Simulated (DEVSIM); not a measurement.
System: Ru/SiO2/p-Si capacitor, at 400 K.

Layer 1 from the left is SiO2, thickness (nm) 6.40. Layer 2 from the left is Si, thickness (nm) 1300, Na (cm⁻³) 2e17.

Metal gate on the left, work function 4.7 eV. Fixed charge at the semiconductor interface 1.1e10 cm⁻² (in units of +e); no interface traps.

Constants are typed, rounded textbook-type inputs, not results; the design itself was drawn at random and stands for no fabricated device. Values at 300 K; Nc and Nv go as T^1.5, mobilities as T to minus their exponent, the gap by Varshni's rule with the affinity fixed.

SiO2: gap (eV) 9, affinity (eV) 0.9, permittivity 3.9. Si: gap (eV) 1.124, affinity (eV) 4.05, permittivity 11.7, Nc (cm⁻³) 2.86e19, Nv (cm⁻³) 3.1e19, Varshni α (eV/K) 0.000473, Varshni β (K) 636.

Q: Estimate by hand the flat-band voltage, the threshold voltage, and compare with a numerical solution.

A: 
- Flat-band voltage: C = 0.540 μF/cm², work-function difference -0.258 V; VFB = φms − qNf/C = -0.26 V; numerical -0.26 V.
- Threshold voltage: φF = 0.361 V, depletion charge √(4εqNφF) = 2.19e-7 C/cm²; VT = VFB + 2φF + Qd/C = 0.87 V; numerical 0.87 V.

DEVSIM, 1D Poisson equation in equilibrium, Boltzmann statistics, complete ionisation; no quantum confinement or tunnelling. Metal contacts follow the ideal Schottky-Mott rule: no Fermi-level pinning, no interface dipoles.
